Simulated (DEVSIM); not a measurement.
System: abrupt GaAs n-p junction, at 300 K.

| layer (left to right) | material | thickness (μm) | Nd (cm⁻³) | Na (cm⁻³) | τn (s) | τp (s) |
|---|---|---|---|---|---|---|
| 1 | GaAs | 25.0 | 1.4e17 | - | 6.7e-10 | 6.7e-10 |
| 2 | GaAs | 2.50 | - | 3.6e14 | 6.7e-10 | 6.7e-10 |

Left contact: ohmic. Right contact: ohmic. Voltage is applied to the left contact. Recombination: SRH at mid-gap, radiative, Auger. Mobility is constant in doping.

This is a model device: material constants are rounded textbook-type values typed into the input, and sizes, dopings and lifetimes were drawn at random. Values at 300 K.

```csv
parameter,GaAs
gap (eV),1.424
affinity (eV),4.07
permittivity,12.9
Nc (cm⁻³),4.7e17
Nv (cm⁻³),9e18
μn (cm²/Vs),8500
μp (cm²/Vs),400
B (cm³/s),2e-10
Cn (cm⁶/s),1e-30
Cp (cm⁶/s),1e-30
```

DEVSIM, 1D drift-diffusion, Boltzmann statistics, complete ionisation; no tunnelling, impact ionisation, image-force lowering or self-heating.

### Question
Tabulate band edges, carrier densities and field at zero bias.

### Answer
Energies count from the Fermi level of the right contact; mesh points crowd at the junctions.

```tsv
x (μm)	Ec (eV)	Ev (eV)	n (cm⁻³)	p (cm⁻³)	field (V/cm)
0.000	0.031	-1.393	1.4e17	< 1e2	≈ 0
0.03488	0.031	-1.393	1.4e17	< 1e2	≈ 0
0.1204	0.031	-1.393	1.4e17	< 1e2	≈ 0
0.3299	0.031	-1.393	1.4e17	< 1e2	≈ 0
1.129	0.031	-1.393	1.4e17	< 1e2	≈ 0
2.803	0.031	-1.393	1.4e17	< 1e2	≈ 0
6.903	0.031	-1.393	1.4e17	< 1e2	≈ 0
18.23	0.031	-1.393	1.4e17	< 1e2	≈ 0
22.25	0.031	-1.393	1.4e17	< 1e2	≈ 0
23.89	0.031	-1.393	1.4e17	< 1e2	≈ 0
24.56	0.031	-1.393	1.4e17	< 1e2	≈ 0
24.88	0.031	-1.393	1.4e17	< 1e2	≈ 0
24.97	0.033	-1.391	1.3e17	< 1e2	1600
25.00	0.060	-1.363	4.5e16	< 1e2	21000
25.05	0.135	-1.289	2.6e15	< 1e2	11000
25.16	0.245	-1.179	3.6e13	< 1e2	9500
25.43	0.480	-0.944	4.1e9	1200	8100
26.07	0.899	-0.525	380	1.3e10	4900
27.07	1.149	-0.275	< 1e2	2.2e14	570
27.34	1.159	-0.265	< 1e2	3.2e14	240
27.45	1.161	-0.263	< 1e2	3.5e14	190
27.50	1.162	-0.262	< 1e2	3.6e14	190
```
